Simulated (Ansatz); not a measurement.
## ZnS: response to strain

Take ZnS in the zinc blende structure (space group F-43m, No. 216; a = 5.389 Å) as the base. Axes: x, y, z lie along the cube axes.

Strains are applied to the cell and any free atomic positions relax.

The values are results of Kohn–Sham DFT with the r2SCAN functional, run in Ansatz (an electronic-structure program) with PAW and 500 eV plane waves, no spin-orbit coupling, not measurements.

Notes on the quantities. pressure: mean of the normal stresses, compression positive; energy relative to the base: free energy F.

```json
[
 {"case": "base", "electron mass": "0.19 mₑ (at Γ)", "pressure": "0.00 GPa", "band gap": "2.70 eV", "energy relative to the base": "0 meV/atom"},
 {"case": "uniaxial strain ε_zz = −3.00 %", "electron mass": "0.20 mₑ (at Γ)", "pressure": "2.53 GPa", "band gap": "2.77 eV", "energy relative to the base": "+6.0 meV/atom"},
 {"case": "uniaxial strain ε_zz = −2.50 %", "electron mass": "0.20 mₑ (at Γ)", "pressure": "2.08 GPa", "band gap": "(withheld)", "energy relative to the base": "+4.2 meV/atom"},
 {"case": "uniaxial strain ε_zz = −2.00 %", "electron mass": "0.20 mₑ (at Γ)", "pressure": "1.65 GPa", "band gap": "(withheld)", "energy relative to the base": "(withheld)"},
 {"case": "uniaxial strain ε_zz = −1.50 %", "electron mass": "0.20 mₑ (at Γ)", "pressure": "1.22 GPa", "band gap": "2.74 eV", "energy relative to the base": "+1.5 meV/atom"},
 {"case": "uniaxial strain ε_zz = −1.00 %", "electron mass": "0.19 mₑ (at Γ)", "pressure": "0.80 GPa", "band gap": "2.73 eV", "energy relative to the base": "+0.7 meV/atom"},
 {"case": "uniaxial strain ε_zz = −0.50 %", "electron mass": "0.19 mₑ (at Γ)", "pressure": "0.40 GPa", "band gap": "(withheld)", "energy relative to the base": "+0.2 meV/atom"}
]
```

Complete the table.


- uniaxial strain ε_zz = −2.50 %, band gap: 2.76 eV
- uniaxial strain ε_zz = −2.00 %, band gap: 2.75 eV
- uniaxial strain ε_zz = −2.00 %, energy relative to the base: +2.7 meV/atom
- uniaxial strain ε_zz = −0.50 %, band gap: 2.71 eV

Masses are band curvatures over ±0.01 Å⁻¹ around the edge. Semilocal Kohn–Sham gaps tend to fall short of experiment. No phonon test of stability was made.
